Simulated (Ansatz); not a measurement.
The reference is CdS in the wurtzite structure (space group P6_3mc, No. 186).

```yaml
crystal:
  lattice:
    - [4.07411, 0.00000, 0.00000]
    - [-2.03706, 3.52828, 0.00000]
    - [0.00000, 0.00000, 6.63675]
  atoms:
    - { symbol: Cd, position: [0.33333, 0.66667, 0.00038] }
    - { symbol: Cd, position: [0.66667, 0.33333, 0.50038] }
    - { symbol: S, position: [0.33333, 0.66667, 0.37662] }
    - { symbol: S, position: [0.66667, 0.33333, 0.87662] }
```

Cartesian axes are those of the cell as printed.

Level of theory: LDA/PAW in Ansatz (a program for electronic structure), no spin-orbit coupling.

Modification: tensor shear ε_xz = +1.33 % (engineering shear γ = 0.0266), atoms relaxed at fixed cell.

### Question
Predict the stress tensor and what it implies for the stiffness.

### Answer
Stress of the strained cell less that of the base (GPa, compression positive):
```
  -0.03    0.00   -0.42
   0.00    0.00    0.00
  -0.42    0.00    0.01
```

Then −Δσ/γ with γ = 2ε = 0.0266 gives secant stiffness values (nonlinear terms included at this strain): C55 ≈ 16 GPa.

No phonon test of stability was made.
